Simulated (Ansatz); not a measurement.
Take GaCuSe2 in the chalcopyrite structure (space group I-42d, No. 122; a = 5.508 Å, c = 10.962 Å) as the base. Axes: x, y, z lie along a, b, c of the conventional cell.

Computed with LDA, PAW, 420 eV (Ansatz, a program for electronic structure; no SOC).

Base values:

Valence-band top at Γ: 0.00, -0.09, -0.09 eV

Now apply this change: the cell is stretched by 1.50 % along x with no lateral relaxation; the atoms relax in the strained cell.

Estimate the effect on the energy relative to the base, stress and valence-band top at Γ.

The energy increases by 1.5 meV/atom; the stress (xx, yy, zz, yz, xz, xy; compression positive) amounts to (-1.55, -0.91, -0.91, 0.00, 0.00, 0.00) GPa; the valence-band top at Γ (three highest levels, from the VBM) goes from 0.00, -0.09, -0.09 eV to 0.00, -0.08, -0.14 eV.

The levels and masses belong to the bands next to the band gap. No phonon test of stability was made. The final runs are not spin-polarised.
